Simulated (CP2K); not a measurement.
# Input and output of a self-consistent single point for Sn (I4_1/amd, 2 atoms in the cell) (CP2K)

Computed with PBE, GPW, DZVP-MOLOPT-SR-GTH basis, GTH-PBE potentials (GTH_POTENTIALS) run with CP2K.

Input as run:

```
&GLOBAL
  PROJECT bulk
  RUN_TYPE ENERGY_FORCE
  PRINT_LEVEL LOW
&END GLOBAL
&FORCE_EVAL
  METHOD Quickstep
  STRESS_TENSOR ANALYTICAL
  &DFT
    BASIS_SET_FILE_NAME BASIS_MOLOPT
    POTENTIAL_FILE_NAME GTH_POTENTIALS
    &QS
      METHOD GPW
      EPS_DEFAULT 1E-10
    &END QS
    &MGRID
      CUTOFF 400
      REL_CUTOFF 50
      NGRIDS 4
    &END MGRID
    &SCF
      SCF_GUESS ATOMIC
      EPS_SCF 1E-6
      MAX_SCF 100
      ADDED_MOS 4
      &DIAGONALIZATION
        ALGORITHM STANDARD
      &END DIAGONALIZATION
      &MIXING
        METHOD BROYDEN_MIXING
        ALPHA 0.2
        NBUFFER 8
        BETA 1
      &END MIXING
      &SMEAR ON
        METHOD MARZARI_VANDERBILT
        SIGMA [eV] 0.2
      &END SMEAR
    &END SCF
    &KPOINTS
      SCHEME MONKHORST-PACK 8 8 8
      GAMMA_CENTERED T
    &END KPOINTS
    &XC
      &XC_FUNCTIONAL PBE
      &END XC_FUNCTIONAL
    &END XC
    &PRINT
      &MO
        EIGENVALUES T
        OCCUPATION_NUMBERS T
        NDIGITS 8
        FILENAME mo
        &EACH
          QS_SCF 0
        &END EACH
        ADD_LAST NUMERIC
      &END MO
      &MULLIKEN OFF
      &END MULLIKEN
    &END PRINT
  &END DFT
  &SUBSYS
    &CELL
      A 4.35115300 0.00000000 0.00000000
      B -3.22963100 2.91582100 0.00000000
      C -0.56076100 -1.45791100 4.06110500
      PERIODIC XYZ
    &END CELL
    &COORD
      SCALED
      Sn       0.75000000     0.25000000     0.50000000
      Sn       0.00000000     0.00000000     0.00000000
    &END COORD
    &KIND Sn
      BASIS_SET DZVP-MOLOPT-SR-GTH-q4
      POTENTIAL GTH-PBE-q4
    &END KIND
  &END SUBSYS
  &PRINT
    &FORCES ON
    &END FORCES
    &STRESS_TENSOR ON
    &END STRESS_TENSOR
  &END PRINT
&END FORCE_EVAL
```

The program printed (abridged):

```
 GLOBAL| Method name                                                        CP2K
 GLOBAL| Project name                                                       bulk
 GLOBAL| Run type                                                   ENERGY_FORCE

 TOTAL NUMBERS AND MAXIMUM NUMBERS

  Total number of            - Atomic kinds:                                   1
                             - Atoms:                                          2
                             - Shell sets:                                     2
                             - Shells:                                        10
                             - Primitive Cartesian functions:                 10
                             - Cartesian basis functions:                     28
                             - Spherical basis functions:                     26

  Maximum angular momentum of- Orbital basis functions:                        2
                             - Local part of the GTH pseudopotential:          0
                             - Non-local part of the GTH pseudopotential:      4

 SCF PARAMETERS         Density guess:                                    ATOMIC
                        max_scf:                                             100
                        max_diis:                                              4
                        eps_scf:                                        1.00E-06
                        eps_diis:                                       1.00E-01
                        eps_eigval:                                     1.00E-05
                        level_shift [a.u.]:                             0.000000
                        added MOs                                         4    0
                        Mixing method:                            BROYDEN_MIXING
                                                charge density mixing in g-space
                        Smear method:                         MARZARI_VANDERBILT
                        Smearing width (sigma) [a.u.]:                  7.35E-03
                        Accuracy threshold:                             1.00E-10
                        No outer SCF

 Extrapolation method: initial_guess

 Number of electrons:                                                          8
 Number of occupied orbitals:                                                  4
 Number of molecular orbitals:                                                 8

 Number of orbital functions:                                                 26
 Number of independent orbital functions:                                     26

 SCF WAVEFUNCTION OPTIMIZATION

  Step     Update method      Time    Convergence         Total energy    Change
     1 NoMix/Diag. 0.20E+00      -     0.32392332        -7.1286333810 -7.13E+00
     2 Broy./Diag. 0.20E+00      -     0.00041804        -7.0530700885  7.56E-02
     3 Broy./Diag. 0.20E+00      -     0.00250198        -6.9797661653  7.33E-02
     4 Broy./Diag. 0.20E+00      -     0.00007426        -6.9776639623  2.10E-03
     5 Broy./Diag. 0.20E+00      -     0.00033402        -6.9741510235  3.51E-03
     6 Broy./Diag. 0.20E+00      -     0.00000306        -6.9738841453  2.67E-04
     7 Broy./Diag. 0.20E+00      -     0.00000796        -6.9738465229  3.76E-05
     8 Broy./Diag. 0.20E+00      -     0.00000014        -6.9738403679  6.16E-06

  *** SCF run converged in     8 steps ***

  Electronic density on regular grids:         -8.0000000000       -0.0000000000
  Core density on regular grids:                7.9999999963       -0.0000000037
  Total charge density on r-space grids:       -0.0000000037
  Total charge density g-space grids:          -0.0000000037

  Overlap energy of the core charge distribution:               0.00000000058992
  Self energy of the core charge distribution:                -14.92071625911422
  Core Hamiltonian energy:                                      3.27552787326178
  Hartree energy:                                               6.77954547712865
  Exchange-correlation energy:                                 -2.10816952404630
  Smearing free energy correction:                             -0.00002793618137
  Fermi energy:                                                 0.20548950966641

  Total energy:                                                -6.97384036785537

 ENERGY| Total FORCE_EVAL ( QS ) energy [hartree]             -6.973842990477714

 FORCES| Atomic forces [hartree/bohr]
 FORCES|   Atom     x               y               z               |f|
 FORCES|      1  8.96047224E-09 -6.98862871E-09 -4.30761064E-08   4.45497692E-08
 FORCES|      2 -4.16029014E-09  5.14017655E-09  4.30657320E-08   4.35704797E-08
 FORCES| Sum     4.80018210E-09 -1.84845216E-09 -1.03743913E-11
 FORCES| Total atomic force                                       5.14379541E-09

 STRESS| Analytical stress tensor [bar]
 STRESS|                        x                   y                   z
 STRESS|      x        6.99871369339E+04   6.59118034971E+03  -2.33355937421E-02
 STRESS|      y        6.59118034971E+03   8.45879751431E+04   2.09871489210E-02
 STRESS|      z       -2.33355937421E-02   2.09871489210E-02   6.74517393962E+04
 STRESS| 1/3 Trace                                             7.40089504911E+04
```

The run converged in 8 iterations.

The starting cell comes from a database of computed structures (which also holds hypothetical and non-ambient phases and stackings), without a prior relaxation at this level. Its lattice was rescaled by a random factor within 2.5 % of one. Values carry the incompleteness of an atom-centred basis. With a pressure of about 7 GPa the cell is away from its equilibrium volume at this level.
